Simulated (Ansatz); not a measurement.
Consider SiGe in the wurtzite structure (space group P6_3mc, No. 186; a = 3.9004 Å, c = 6.4434 Å; a model cell, its experimental status unchecked).

It is then changed as follows: hydrostatic tension (pressure −1 GPa).

Levels (all Ansatz, an electronic-structure program, PAW, earlier PAW set): PBEsol (420 eV, no spin-orbit coupling); r2SCAN (500 eV, spin-orbit coupling left out); HSE06 (420 eV, without spin-orbit coupling); PBEsol+SOC (420 eV, with spin-orbit coupling).

At the geometry relaxed with PBEsol, these levels gave the following band gaps, in shuffled order: (a) 0.99 eV, (b) 0.37 eV, (c) 0.31 eV, (d) 0.67 eV.

Q: Match each gap to its level.

A: (a) HSE06; (b) PBEsol; (c) PBEsol+SOC; (d) r2SCAN.

Single points use the geometry relaxed with PBEsol. Differences between runs with and without spin-orbit coupling are approximate. Load acts through the strain it causes; cell and atoms are relaxed under it. No phonon test of stability was made.
